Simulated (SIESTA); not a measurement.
Band structure of LaAlH₆ (R-3m, 8 atoms in the cell).

```
LaAlH6
1.0
    3.27429     1.89041     2.10762
   -3.27429     1.89041     2.10762
    0.00000    -3.78082     2.10762
La Al H
1 1 6
Cartesian
  0.00000   0.00000   3.16142
  0.00000   0.00000   0.00000
  2.12213   1.22521   3.21118
 -2.12213  -1.22521   3.11166
 -2.12213   1.22521   3.21118
  2.12213  -1.22521   3.11166
  0.00000  -2.45043   3.21118
  0.00000   2.45043   3.11166
```

Computed with GGA PBEsol, numerical atomic orbitals DZP, PseudoDojo PBEsol standard norm-conserving potentials (rewritten from UPF to PSML) (SIESTA).

Settings: XC.functional = GGA; XC.authors = PBEsol; potentials = PseudoDojo PBEsol standard; PAO.BasisSize = DZP; PAO.EnergyShift = 0.005 Ry; MeshCutoff = 350 Ry; kgrid.MonkhorstPack = 6 6 6; OccupationFunction = FD; ElectronicTemperature = 10 K; MaxSCFIterations = 150; SCF.Mixer.Method = Pulay; SCF.Mixer.Weight = 0.25; SCF.Mixer.History = 6; SCF.DM.Tolerance = 1.0E-05.

The starting cell comes from a database of computed structures (which also holds hypothetical and non-ambient phases and stackings), without a prior relaxation at this level. Its lattice was rescaled by a random factor within 2.5 % of one. Values carry the incompleteness of an atom-centred basis.

### Question
Predict the gap along the standard path and the places of the band edges.

### Answer
The gap along the path is 1.76 eV, from L to Γ; the smallest direct gap on it is 2.54 eV.

Levels in eV from the top of the valence band on the path, bands 7 to 11:
```json
[
 {"point": "Γ", "7": "-2.63", "8": "-1.92", "9": "-1.82", "10": "-1.82", "11": "1.76"},
 {"point": "P", "7": "-3.59", "8": "-3.59", "9": "-1.73", "10": "-1.73", "11": "4.17"},
 {"point": "Z", "7": "-3.66", "8": "-3.66", "9": "-1.70", "10": "-1.70", "11": "4.65"},
 {"point": "Q", "7": "-3.45", "8": "-3.44", "9": "-1.70", "10": "-1.70", "11": "3.74"},
 {"point": "F", "7": "-3.26", "8": "-3.24", "9": "-1.33", "10": "-1.01", "11": "1.87"},
 {"point": "P1", "7": "-3.59", "8": "-3.59", "9": "-1.73", "10": "-1.73", "11": "4.17"},
 {"point": "Q1", "7": "-3.45", "8": "-3.44", "9": "-1.70", "10": "-1.70", "11": "3.74"},
 {"point": "L", "7": "-3.21", "8": "-3.09", "9": "-0.21", "10": "0.00", "11": "2.54"}
]
```

Higher empty bands are left out: an atom-centred basis made for the valence describes them poorly.
